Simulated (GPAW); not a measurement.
# Equation of state of fcc Pt (space group 225): energy against volume (GPAW, LDA)

```
CELL_PARAMETERS angstrom
      0.00000     1.88377     1.88377
      1.88377     0.00000     1.88377
      1.88377     1.88377     0.00000
ATOMIC_POSITIONS crystal
  Pt 0.00000 0.00000 0.00000
```

Computed with LDA (Perdew-Wang 92), GPAW PAW datasets LDA (gpaw-data 1.0.1) (plane waves; GPAW 25.7.0). Settings: mode = pw; ecut = 585 eV; xc = LDA; kpts = 26 26 26; mesh shift (steps) = 0 0 0; occupations.name = fermi-dirac; occupations.width = 0.05 eV; nbands = -7; convergence.density = 1e-05 e/electron; convergence.energy = 1e-05 eV/electron; symmetry.symmorphic = false; symmetry.tolerance = 0.0005; maxiter = 100. The cell above is the first row's. The rows scale it uniformly. In all rows the k mesh is held. E is the free energy at the stated smearing, counted from the lowest row.

```csv
V (Å^3/atom),E (meV/atom)
13.369,138.62
13.660,80.79
13.951,39.86
14.241,13.87
14.532,1.10
14.823,0.00
15.113,9.21
15.404,27.52
15.695,?
```

Fit E of the 8 rows that show it with the third-order Birch-Murnaghan form, a cubic in V^(-2/3). With u = V^(-2/3) - 0.169, the rows have u = 0.008528, 0.005998, 0.003556, 0.001205, -0.001075, -0.003280, -0.005406, -0.007473. Least squares gives E = 5.647 + 5461.42·u + 1153285·u² + 4083831·u³. Residuals (row less fit): -0.010, 0.014, 0.025, -0.040, -0.004, 0.003, 0.028, -0.016; standard error 0.030 (degrees of freedom: 4). Its minimum lies at u = -0.002398, so V0 = (0.166602)^(-3/2) = 14.71. There d²E/du² = 2248000 and d³E/du³ = 2.450e7, so B0 = (4/9) × 14.71^(-7/3) × 2248000 × 0.160218 = 302 GPa (the last factor turns the table's units into GPa), and B0' = 4 + (2/3) × 0.166602 × (2.450e7)/2248000 = 5.2. The program's pressures in the fitted runs (not shown) pass through zero at V = 14.70, 0.03 % from this V0.

Question: What does the fit predict for E at V = 15.695, and how far is the calculated value from it?

Answer: u = -0.009476, so E = 5.647 + 5461.42 × (-0.009476) + 1153285 × (-0.009476)² + 4083831 × (-0.009476)³ = 53.978 meV/atom. The calculation gives 53.84 meV/atom, 0.138 meV/atom below the prediction (0.1 % of the range of E in the table). The row lies outside the fitted rows, so this is an extrapolation. From the scatter of the fitted rows alone, a prediction at this place has a standard error of 0.072 meV/atom, so the miss is 1.9 times that.

Carrying the step between the two nearest rows on in a straight line would have given 45.83, off by 8.01; series whose last step already gives the withheld value aren't shown. The scan was laid around a cell of about the measured size, scaled by a guess for this functional. Spin polarisation is off. Spin-orbit coupling is off. Cutoffs and mesh are single choices, not tested for convergence of this quantity. Series with a scatter that would blur these digits, or in which a gap closes, are not shown. Nor are scans whose minimum lies at an end fitted in this form.
